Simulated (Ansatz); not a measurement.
Ansatz (a program for electronic structure), DFT, PBE, plane waves, its soft PAW files of 3 December, spin-polarised: Ni(111) slab of 4 layers, 1x1, O adatom, atoms displaced (Ni4O), unrelaxed, 5 atoms, spin-polarised from a ferromagnetic start (1 μB on Ni). Basis and mesh were picked for this test and aren't claimed converged.

* **cell**: 2.49, 2.49, 17.70 Å; 90, 90, 60°
* **distance to the nearest atom**: 2.03 to 2.45 Å
* **task**: single point
* **k mesh**: 10×10×1
* **hamiltonian.xc**: pbe
* **kind of files**: paw
* **scf.occupations.method**: fermi_dirac
* **scf.occupations.width**: 0.1 eV
* **output.forces**: true
* **magnetization.spin_polarized**: true
* **binding of workers (--pin)**: off
* **k-point pools (--kpoint-pools)**: 1
* **memory maximum (--max-ram)**: 8GiB
* **accuracy**: medium (default)
* **basis.precision**: auto (default)
* **basis.xc_grid**: 2 (default)
* **scf.eigensolver.kind**: auto (default)
* **scf.convergence.dr2_threshold**: 1e-07 (default)
* **scf.lower_state_search**: light (default)
* **k-points after symmetry (for each spin)**: 52
* **bands at the start**: 50
* **electrons**: 78
* **plane waves at Γ**: 1805
* **cutoff (eV)**: 420
* **FFT grid**: 18×18×120
* **symmetry operations**: 1

Settings of this run: scf.mixing.algorithm = auto, scf.mixing.preconditioner = kerker, scf.algorithm = auto; 4 threads.

```
iteration  dr2 (eV)     Hψ
---------  --------  -----
1            3.15e1  24078
2            1.88e1   9701
3            1.96e0   6599
4            2.21e0   6727
5            5.91e0   6457
6           6.87e-1   6706
7           7.09e-1   8802
8           5.03e-1   8759
9           1.73e-1   8532
10          9.80e-2   7685
11          1.10e-1   6697
12          8.97e-2   5315
13          7.58e-2   5444
14          4.23e-2   7168
…                 …      …
31          1.88e-4   6572
32          2.29e-4   7486
33          7.68e-5   7392
34          2.47e-5   7366
35          4.58e-6   7899
36          9.60e-3   7990
37          2.63e-2  11131
38          2.40e-2   8339
…                 …      …
54          6.78e-8   5217
55          9.73e-8   5848
56          1.10e-7   5813
57          6.63e-8   7059
58          3.60e-7   7272
59          1.39e-7   5981
60          1.61e-8  17171
61          6.45e-8  15336
```

It converged after 61 SCF iterations. The residual passes the threshold 7 iterations ahead of the end: the program's stop has further conditions (on the energy's change, on-site and spin residuals, and checks that can put off the close).

Question: Which change of one setting makes this cycle converge in far fewer steps?

Answer: One answer among several that fit: scf.mixing.preconditioner = auto (default) (25 SCF iterations) or scf.mixing.preconditioner = ldos (25 SCF iterations), all else kept. The other changes of this size gave: scf.mixing.preconditioner = local_kerker (38); scf.mixing.preconditioner = none (44); scf.mixing.algorithm = broyden (70); scf.mixing.preconditioner = kerker_dos (87). In that run the program took: scf.mixing.algorithm MSR1, scf.mixing.preconditioner LDOS, scf.eigensolver.kind band_cg, --slots 4. The first change moves the result by: energy under 0.001 meV/atom, forces (largest component) 0.062 meV/Å, magnetization under 0.001 μB/atom, absolute magnetization under 0.001 μB/atom. Counts are of single runs.

Keys are those of Ansatz 0.2.
